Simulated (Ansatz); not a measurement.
Relaxation of the atoms of SrMg6Al (Amm2, 8 atoms in the cell) at several settings

```
CELL_PARAMETERS angstrom
      5.14400     0.00000     0.00000
      0.00000     3.40085     5.80396
      0.00000    -3.40085     5.80396
ATOMIC_POSITIONS crystal
  Sr 0.50000 0.67003 0.67003
  Mg 0.00000 0.30666 0.84536
  Mg 0.00000 0.84536 0.30666
  Mg 0.00000 0.33348 0.33348
  Mg 0.50000 0.15704 0.67978
  Mg 0.50000 0.67978 0.15704
  Mg 0.50000 0.16351 0.16351
  Al 0.00000 0.84416 0.84416
```

Base: Ansatz (a quantum-chemistry and plane-wave program) with LDA (PW92), default PAW files made with PBE. Its settings: basis.ecutwfc = 420 eV; kpoints.mp_grid.grid = 5 4 4; hamiltonian.xc = lda; hamiltonian.pseudopotentials = {kind: paw} (the program's default PAW files); scf.occupations.method = methfessel_paxton; scf.occupations.width = 0.136 eV. Starting volume 25.38 Å³ per atom.

Each line gives the change from the base single point and the result:

- atoms moved at random; relax: default → atoms; relax.f_tol: default → 0.1 eV/Å: pressure -1.94 GPa; largest force (vector length) 0.084 eV/Å; relaxation steps 2; free energy against the base single point -0.5 meV/atom.
- atoms moved at random; relax: default → atoms; relax.f_tol: default → 0.005 eV/Å: pressure -1.89 GPa; largest force (vector length) 0.003 eV/Å; relaxation steps 4; free energy against the base single point -1.0 meV/atom.
- atoms moved at random; scf.convergence.dr2_threshold: default (1e-07 eV) → 0.001 eV; relax: default → atoms; relax.f_tol: default → 0.03 eV/Å: pressure -1.89 GPa; largest force (vector length) 0.011 eV/Å; relaxation steps 3; free energy against the base single point -1.0 meV/atom.

The starting cell comes from a database of computed structures (which also holds hypothetical and non-ambient phases and stackings), without a prior relaxation at this level. Ansatz's pressure includes its estimate of the finite-basis (Pulay) stress.

Keys are those of Ansatz 0.2.
